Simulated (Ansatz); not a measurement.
An ideal cubic perovskite cell is held by its symmetry; such compounds can tilt or shift off centre at room temperature. The starting structures come from a database of crystals and need not be the phases stable at ambient conditions.

 Where the default PAW files enter, the runs use the earlier of Ansatz's two default sets.

Here is the system:

```xyz
5
Lattice="4.4817 0.0000 0.0000 0.0000 6.3381 0.0000 0.0000 3.1691 3.1691" Properties=species:S:1:pos:R:3 pbc="T T T"
K      2.2409     3.1691     0.0000
Ca     0.0000     0.0000     0.0000
F      0.0000     1.5845     1.5845
F      0.0000     4.7536     1.5845
F      2.2409     0.0000     0.0000
```

Space group of this cell: Pm-3m, cubic perovskite. The cell is taken as given; by r2SCAN its mean pressure is -2.2 GPa.

Transport runs along the normal of the first two printed cell vectors, the (110) plane of the conventional cell.

The gap is the functional's own, uncorrected, and κ follows it; spin-orbit coupling is left out. Mid-gap values are interpolated between the computed energies.

Problem. Give the band gap and the smallest decay constant κ at mid-gap that r2SCAN (Ansatz, a quantum-chemistry and plane-wave program) yields.

Solution. Gap 6.93 eV on a 10×10×10 mesh; κ = 0.556 1/Å, at the zone centre.
